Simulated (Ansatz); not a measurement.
An Ansatz (an electronic-structure program) run: V3Si with a change (V → Al); PBEsol in Ansatz (plane waves to 420 eV, PAW, without spin-orbit coupling), earlier PAW set.

Input:

Ansatz 0.2 input:
```yaml
crystal:
  lattice:
    - [5.0274102347, 0, 0]
    - [0, 5.0274102347, 0]
    - [0, 0, 5.0274102347]
  atoms:
    - { symbol: Al, position: [0.25, 0, 0.5] }
    - { symbol: Al, position: [0.75, 0, 0.5] }
    - { symbol: Al, position: [0, 0.5, 0.25] }
    - { symbol: Al, position: [0, 0.5, 0.75] }
    - { symbol: Al, position: [0.5, 0.25, 0] }
    - { symbol: Al, position: [0.5, 0.75, 0] }
    - { symbol: Si, position: [0, 0, 0] }
    - { symbol: Si, position: [0.5, 0.5, 0.5] }
basis: { ecutwfc: 420, ecutrho_ratio: 4, xc_grid: 2, fft_grid_basis: typed }
kpoints: { mp_grid: { grid: [9, 9, 9] } }
hamiltonian:
  xc: pbesol
  dispersion: none
  pseudopotentials: { azcp: { folder: ./paw }, kind: paw }
scf: { occupations: { method: fermi_dirac, width: 0.05 }, convergence: { dr2_threshold: 0.0000000008 } }
output: { forces: true, stress: true }
checkpoint: { write: state.ck, write_every: 1000 }
```

Output:

```
WARN ansatz: RAYON_NUM_THREADS=1 ignored (pool sized by the plan → 1); use --threads N
Pseudopotentials: kind: paw
Pseudopotential: Al, paw, valence charge 3
Pseudopotential: Si, paw, valence charge 4
Functional definition: PBEsol
Crystal: 8 atoms, lattice volume = 127.067 Å³
Basis set: ecut = 420 eV, 2517 PW (Γ), exchange–correlation on 72×72×72 points (8 copies of the dense FFT grid, shifted against one another)
Bands: 21, of which v1, the nominal top of the filled ones, is band 13 counted from 1 (12 counted from 0)
Symmetry: 48 space group operations
Space group: Pm-3n (ITA 223), of the structure as read, at distance tolerance 5.0e-5 Å
k-points: 35 of 729
PAW frozen core: Al, regenerated for the run's functional, and the local potential with it
PAW frozen core: Si, regenerated for the run's functional, and the local potential with it
Initial density: superposition of atomic densities (chi_scale 0.1, normalization cell, long waves kept (reshape's long-wave potential 0.00 eV rms))
Initial wavefunctions: pseudopotential atomic-orbital guess
Eigensolver: davidson
Functional: x = pbesol(κ = 0.804, μ = 0.12345679012345678), c = pbesol(β = 0.046)
SCF iter   1: F=—  HF=-4389.415222 eV  |F-HF|=—  |Δ(HF+E_count)|=         —  Δρ=2.50e-2  dr2=8.25e-1  ethr=3.10e-3  ⟨swp⟩=6.5  Hψ=4174  notcnv=0  defer=3
all-band conjugate gradients solve this SCF's bands
preconditioner: auto → Kerker (q_TF=auto, 2.094 Å⁻¹)
SCF iter   2: F=—  HF=-4389.201201 eV  |F-HF|=—  |Δ(HF+E_count)|=   2.14e-1  Δρ=1.60e-2  dr2=3.40e-1  ethr=3.10e-3  ⟨swp⟩=1.1  Hψ=1017  notcnv=0  defer=3
SCF iter   3: F=—  HF=-4389.026705 eV  |F-HF|=—  |Δ(HF+E_count)|=   1.74e-1  Δρ=8.37e-4  dr2=1.15e-3  ethr=1.31e-3  ⟨swp⟩=2.1  Hψ=899  notcnv=0  defer=24
SCF iter   4: F=—  HF=-4389.025562 eV  |F-HF|=—  |Δ(HF+E_count)|=   1.14e-3  Δρ=1.82e-4  dr2=4.08e-5  ethr=4.43e-6  ⟨swp⟩=2.1  Hψ=1105  notcnv=0  defer=44
SCF iter   5: F=—  HF=-4389.025583 eV  |F-HF|=—  |Δ(HF+E_count)|=   2.06e-5  Δρ=3.07e-5  dr2=1.18e-6  ethr=1.57e-7  ⟨swp⟩=2.1  Hψ=1155  notcnv=0  defer=44
SCF iter   6: F=—  HF=-4389.025584 eV  |F-HF|=—  |Δ(HF+E_count)|=   1.10e-6  Δρ=2.53e-6  dr2=8.91e-9  ethr=4.53e-9  ⟨swp⟩=2.0  Hψ=1139  notcnv=0  defer=44
SCF iter   7: F=-4389.025584 eV  HF=-4389.025584 eV  |F-HF|=1.82e-12  |Δ(HF+E_count)|=   2.64e-9  Δρ=3.50e-7  dr2=1.02e-10  ethr=3.08e-12  ⟨swp⟩=4.0  Hψ=2266  notcnv=0
SCF 1 converged in 7 iterations: F = -4389.025584 eV  dr2 = 1.02e-10
SCF converged after 7 iterations
Free energy (F): -4389.025584 eV
Harris-Foulkes:  -4389.025584 eV  (|F-HF|=1.82e-12)
Internal energy: -4388.998585 eV  (E = F + TS)
E sigma→0 (E₀):  -4389.012084 eV
Entropy (-TS):   -0.026999 eV (-3.375 meV/atom)
Fermi energy:    8.592326 eV
--- Per-component energies (eV) ---
  E_band       = 97.595845
  E_kinetic    = 218.865174
  E_local      = 56.337343  (includes V_loc(G=0)·N_el)
  E_nonlocal   = 105.514191
  E_hartree    = 7.233250
  E_xc         = -338.601386
  E_vxc        = -274.573994  (∫ρ·V_xc dr)
  E_paw        = -3734.786429  (= ΣΔE_a)
  E_vpaw       = -23.013414  (= ΣTr[D̂ρ^β])
  E_aug_tail   = 0.000063  (compensation charges beyond the density's cutoff)
  E_ewald      = -703.738747
  E_core_change = 0.177956  (= ΣΔE_core)
  E_smearing   = -0.026999  (= −TS)
  E_closure    = -0.000000  (closes the sum)
  Σ components = -4389.025584   (vs F -4389.025584, Δ=0.00e0)
  [band-id]    e_kinetic+e_local+e_nonlocal+2·e_hartree+e_vxc+e_vpaw+e_augmentation_tail = 97.595863   (vs E_band 97.595845, Δ=1.78e-5)
--- Forces (eV/Å), atoms counted from 1 ---
  atom   1  Al     0.00000000    -0.00000000     0.00000000
  atom   2  Al     0.00000000     0.00000000     0.00000000
  atom   3  Al    -0.00000000     0.00000000     0.00000000
  atom   4  Al    -0.00000000     0.00000000     0.00000000
  atom   5  Al    -0.00000000    -0.00000000     0.00000000
  atom   6  Al     0.00000000    -0.00000000     0.00000000
  atom   7  Si    -0.00000000     0.00000000     0.00000000
  atom   8  Si    -0.00000000    -0.00000000     0.00000000
  max |Σ_I F_I| component: 2.78e-17 eV/Å
--- Stress (GPa, compression-positive) ---
       -0.002572      -0.000000       0.000000
        0.000000      -0.002572       0.000000
        0.000000       0.000000      -0.002572
  P = ⅓ Tr σ = -0.0026 GPa (-0.026 kbar)
  The stress holds the Pulay correction. Without it, at fixed plane waves, as pw.x and ABINIT print it: P = -0.0206 GPa
  The stress includes an estimate of the error left by incomplete SCF convergence (largest component -0.0000 GPa).
--- Band table ---
  band table: none
```

Whether these cells are dynamically stable was not tested. The final runs are not spin-polarised. The cell was made from V3Si by this change: V → Al; the result is a hypothetical phase, not in the database extracts checked.
